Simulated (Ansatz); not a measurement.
```
Si
1.0
    4.86633     0.00000     0.00000
    0.00000     4.86633     0.00000
    0.00000     0.00000     5.11792
Si
8
Cartesian
  1.21223   0.00000   2.55896
  3.65411   0.00000   2.55896
  0.00000   2.43317   1.27948
  0.00000   2.43317   3.83844
  2.43317   1.22094   0.00000
  2.43317   3.64539   0.00000
  0.00000   0.00000   0.00000
  2.43317   2.43317   2.55896
```

No spin polarisation.

Calculations: PBEsol, PAW, 420 eV (Ansatz, a program for electronic structure; spin-orbit coupling left out). Settings: 10×10×10 k-points, 0.05 eV Fermi–Dirac smearing.

**Question.** Predict the pressure, band gap and space group.

**Answer.** 
- Pressure (mean of the normal stresses, compression positive): -3.9 GPa
- Band gap: zero
- Space group: P4_2/mmc (No. 131)

The cells carry an imposed strain or load. Stability against distortions was not tested. The cell was made from Si (space group Pm-3n, No. 223; a model cell, its experimental status unchecked) by this change: uniaxial strain ε_zz = +5.17 %. This is not the structure that Si has at room temperature and ambient pressure.
